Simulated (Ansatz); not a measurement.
Base system: TiO2 in the anatase structure (space group I4_1/amd, No. 141; a = 3.7988 Å, c = 9.7008 Å).

Structures relaxed with PBE/PAW in Ansatz (an electronic-structure program), no spin-orbit coupling.

Base:

Simulated powder pattern, Cu Kα1, λ = 1.54056 Å (kinematic, ideal powder, no thermal factors, no anomalous dispersion; the 10 strongest lines at most, above 2 %, up to 2θ = 90°):

```tsv
2θ (°)	I/Imax (%)	hkl
25.16	100	(101)
37.04	21	(004)
38.27	7.2	(112)
47.85	29	(200)
52.95	20	(105)
54.81	19	(211)
62.01	15	(204)
67.57	7.3	(116)
69.99	7.4	(220)
74.12	12	(215)
```

One thing is altered: cell and atoms relaxed at a pressure of 1.5 GPa.

### Question
Predict the new powder pattern.

### Answer

Simulated powder pattern, Cu Kα1, λ = 1.54056 Å (kinematic, ideal powder, no thermal factors, no anomalous dispersion; the 10 strongest lines at most, above 2 %, up to 2θ = 90°):

| 2θ (°) | I/Imax (%) | hkl |
|---|---|---|
| 25.21 | 100 | (101) |
| 37.26 | 21 | (004) |
| 38.37 | 7.2 | (112) |
| 47.92 | 29 | (200) |
| 53.22 | 20 | (105) |
| 54.91 | 19 | (211) |
| 62.22 | 15 | (204) |
| 67.92 | 7.0 | (116) |
| 70.11 | 7.4 | (220) |
| 74.41 | 12 | (215) |

The indices refer to the base's conventional cell; one index is shown for lines that coincide.

Load acts through the strain it causes; cell and atoms are relaxed under it. No phonon test of stability was made. The final runs are not spin-polarised.
